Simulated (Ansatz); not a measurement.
**PtTe2, response to strain**

The reference is PtTe2 (space group P-3m1, No. 164; a = 4.0090 Å, c = 4.9600 Å; layered; relaxed with 0.1 eV smearing).

Strains are applied to the cell and any free atomic positions relax.

Calculations: Ansatz (an electronic-structure program) PBEsol-D3(BJ), scalar-relativistic without spin-orbit coupling.

Notes on the quantities. pressure: mean of the normal stresses, compression positive.

```json
[
 {"isotropic strain (%)": "-3", "pressure (GPa)": "11.0"},
 {"isotropic strain (%)": "-2.5", "pressure (GPa)": "8.8"},
 {"isotropic strain (%)": "-1.5", "pressure (GPa)": "4.8"},
 {"isotropic strain (%)": "-1", "pressure (GPa)": "?"},
 {"isotropic strain (%)": "0", "pressure (GPa)": "0.0"},
 {"isotropic strain (%)": "0.5", "pressure (GPa)": "-1.3"},
 {"isotropic strain (%)": "1.5", "pressure (GPa)": "-3.7"},
 {"isotropic strain (%)": "2", "pressure (GPa)": "-4.7"},
 {"isotropic strain (%)": "2.5", "pressure (GPa)": "-5.6"}
]
```

Question: Fit P = P₀ − Bδ + Cδ² with δ = (1 + ε)³ − 1 to the rows shown and predict the withheld row.

Answer: Least squares on the printed values gives P₀ = 0.0 GPa, B = 96.9 GPa (at held cell shape), C = 323 GPa (largest residual 0.1 GPa); this predicts 3.2 GPa, and the run gives 3.0 GPa, 0.2 lower.

Stability against distortions was not tested. All final runs are without spin polarisation.
